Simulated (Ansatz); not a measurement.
Base system: SnTe in the rock salt structure (space group Fm-3m, No. 225; a = 6.370 Å). Axes: x, y, z lie along the cube axes.

All numbers come from r2SCAN (Ansatz, an electronic-structure program, PAW, without spin-orbit coupling).

Before the change:

* **Volume per atom**: 32.30 Å³

The change: compressive biaxial strain of 1.00 % in the plane normal to [001], as in epitaxy on a mismatched substrate; the out-of-plane cell vector and the atoms relax.

Question: Predict the new volume per atom, energy relative to the base and in-plane stress.

Answer: The volume per atom shrinks by 0.628 Å³ (32.30 Å³ → 31.68 Å³); the energy grows by 2.7 meV/atom; the mean in-plane stress (compression positive) comes out as +1.4 GPa.

Whether these cells are dynamically stable was not tested.
